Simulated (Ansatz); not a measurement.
Consider KF in the rock salt structure (space group Fm-3m, No. 225).

```xyz
2
Lattice="0.0000 2.7104 2.7104 2.7104 0.0000 2.7104 2.7104 2.7104 0.0000" Properties=species:S:1:pos:R:3 pbc="T T T"
K      0.0000     0.0000     0.0000
F      2.7104     2.7104     2.7104
```

Computed with PBE (Ansatz, a first-principles code, PAW, spin-orbit coupling left out).

Base values:

| Item | Result |
|---|---|
| Density | 2.42 g/cm³ |
| Electron mass | 0.55 mₑ (at Γ) |
| Band gap | 5.96 eV |

The change: a hydrostatic pressure of 10 GPa.

### Question
Estimate the effect on the density, electron mass and band gap.

### Answer
The density grows by 0.56 g/cm³ (2.42 g/cm³ → 2.98 g/cm³); the electron mass goes from 0.55 mₑ (at Γ) to 0.53 mₑ (at Γ); the band gap rises by 1.18 eV (5.96 eV → 7.14 eV).

Load acts through the strain it causes; cell and atoms are relaxed under it. Masses are band curvatures over ±0.01 Å⁻¹ around the edge. Whether these cells are dynamically stable was not tested. Competing high-pressure phases were not computed.
